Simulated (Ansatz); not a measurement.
Response to strain in AlN

The reference is AlN in the wurtzite structure (space group P6_3mc, No. 186; a = 3.130 Å, c = 5.017 Å). Axes: x lies along a and z along c of the hexagonal cell.

Strains are applied to the cell and any free atomic positions relax; under biaxial strain the out-of-plane vector relaxes too; under stress the whole cell relaxes.

Method: PBE, PAW, 420 eV (Ansatz, a first-principles code; no spin-orbit coupling), earlier PAW set.

Candidates:
(a) isotropic strain +2.31 %
(b) uniaxial stress, 2 GPa tension along z
(c) uniaxial strain ε_zz = −3.17 %
(d) biaxial strain +2.36 %, plane normal [001], relaxed out of plane

For the base:

- Band gap = 4.04 eV

Question: Order them by band gap, highest first.

Answer: (c) uniaxial strain ε_zz = −3.17 % (4.13 eV), (b) uniaxial stress, 2 GPa tension along z (4.04 eV), (d) biaxial strain +2.36 %, plane normal [001], relaxed out of plane (3.57 eV), (a) isotropic strain +2.31 % (3.46 eV)

Stability under load was not tested beyond the relaxation.
